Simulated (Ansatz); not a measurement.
Base system: ZrO2 (space group P4_2/nmc, No. 137; a = 3.5844 Å, c = 5.1771 Å). Axes: x, y, z lie along a, b, c of the conventional cell.

Now apply this change: compressive biaxial strain of 1.49 % in the plane normal to [001], as in epitaxy on a mismatched substrate; the out-of-plane cell vector and the atoms relax.

Levels (all Ansatz, a quantum-chemistry and plane-wave program, PAW): PBEsol (420 eV, without spin-orbit coupling); HSE06 (420 eV, no spin-orbit coupling).

The geometry is relaxed with PBEsol.

| Quantity | Value |
|---|---|
| PBEsol lowest conduction level above the VBM at special points | Γ 4.10 eV; X 4.53 eV; R 4.59 eV |

With HSE06 at the same geometry, the lowest conduction level above the VBM at special points changes from Γ 4.10 eV; X 4.53 eV; R 4.59 eV to Γ 5.83 eV; X 6.26 eV; R 6.34 eV.

Single points use the geometry relaxed with PBEsol. The hybrid gap comes from the SCF mesh plus the semilocal run's edge points and a few special points and is an upper bound. The levels and masses belong to the bands next to the band gap. Whether these cells are dynamically stable was not tested. This is not the structure that ZrO2 has at room temperature and ambient pressure.
